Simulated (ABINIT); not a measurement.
Worked example: self-consistent single point of CuCl (F-43m, 2 atoms in the cell) in ABINIT.

Computed with PBE, PAW (JTH v2.0 PBE PAW) (plane waves; ABINIT).

The change in words: lattice scaled by 0.98. Reference geometry:
```
CELL_PARAMETERS angstrom
      0.00000     2.70500     2.70500
      2.70500     0.00000     2.70500
      2.70500     2.70500     0.00000
ATOMIC_POSITIONS crystal
  Cu 0.00000 0.00000 0.00000
  Cl 0.25000 0.25000 0.25000
```

Reference input (self-consistent single point, DFT, PBE, plane waves, PAW (JTH v2.0 PBE PAW)): pseudos = [Cu.GGA_PBE-JTH.xml, Cl.GGA_PBE-JTH.xml]; ecut = 30 Ha; pawecutdg = 60 Ha; pawxcdev = 0; occopt = 3; tsmear = 0.00183747 Ha; ngkpt = 9 9 9; nshiftk = 1; shiftk = 0 0 0; potentials = JTH v2.0 PBE PAW; nband = 18; kptopt = 1. This run's input differs from it in these lines:

```diff
@@ -3,3 +3,3 @@
 pseudos "Cu.GGA_PBE-JTH.xml, Cl.GGA_PBE-JTH.xml"
-acell 7.2290484310 7.2290484310 7.2290484310
+acell 7.0844674624 7.0844674624 7.0844674624
 rprim
```

Output (repeated stretches shortened):

```
--- !BeginCycle
solver: {iscf: 17, nstep: 50, nline: 4, wfoptalg: 10, }
tolerances: {toldfe: 1.00E-09, }
...

     iter   Etot(hartree)      deltaE(h)  residm     nres2
 ETOT  1  -208.67534945288    -2.087E+02 2.419E+01 2.214E+01
 ETOT  2  -213.30481549074    -4.629E+00 2.139E-01 1.433E+02
 ETOT  3  -213.13562219626     1.692E-01 8.008E-02 1.304E+01
 ETOT  4  -213.13037986919     5.242E-03 3.538E-02 5.193E+00
 ETOT  5  -213.12017961389     1.020E-02 6.364E-03 1.923E+00
   [... 6 lines left out ...]
 ETOT 12  -213.11420718941     1.535E-08 3.093E-04 4.270E-06
 ETOT 13  -213.11420718464     4.765E-09 4.750E-05 5.927E-07
 ETOT 14  -213.11420718395     6.972E-10 1.347E-04 5.480E-08
 ETOT 15  -213.11420718389     5.974E-11 2.189E-05 9.377E-09
 At SCF step   15, etot is converged :
  for the second time, diff in etot=  5.974E-11 < toldfe=  1.000E-09

 Cartesian components of stress tensor (hartree/bohr^3)
  sigma(1 1)= -1.30590035E-04  sigma(3 2)=  0.00000000E+00
  sigma(2 2)= -1.30590035E-04  sigma(3 1)=  0.00000000E+00
  sigma(3 3)= -1.30590035E-04  sigma(2 1)=  0.00000000E+00

 ----iterations are completed or convergence reached----

 reduced coordinates (array xred) for    2 atoms
       0.000000000000      0.000000000000      0.000000000000
       0.250000000000      0.250000000000      0.250000000000
 cartesian forces (eV/Angstrom) at end:
    1      0.00000000000000     0.00000000000000    -0.00000000000000
    2     -0.00000000000000    -0.00000000000000     0.00000000000000
 frms,max,avg= 6.6157967E-28 1.0364961E-27   0.000E+00  0.000E+00  0.000E+00 e/A
   [... lines left out ...]
 Fermi (or HOMO) energy (hartree) =   0.18777   Average Vxc (hartree)=  -0.35294
   [... lines left out ...]
'-kT*entropy'       : -3.81686205939384E-07
total_energy        : -2.13114202439756E+02
total_energy_eV     : -5.79913236860595E+03
...

-Cartesian components of stress tensor (GPa)         [Pressure=  3.8421E+00 GPa]
- sigma(1 1)= -3.84209082E+00  sigma(3 2)=  0.00000000E+00
- sigma(2 2)= -3.84209082E+00  sigma(3 1)=  0.00000000E+00
- sigma(3 3)= -3.84209082E+00  sigma(2 1)=  0.00000000E+00

 Calculation completed.
```

The run converged in 15 iterations. Against the reference run the free energy goes up by 15.4 meV/atom, the pressure goes from 0.30 to 3.84 GPa and the gap on the mesh goes from 0.532 to 0.651 eV.

The starting cell has typed, rounded lattice constants, without a prior relaxation at this level. For this run, on top of that: lattice scaled by 0.98. With a pressure of about 4 GPa the cell is away from its equilibrium volume at this level.

Cost on one core of a shared machine: roughly 80 s.
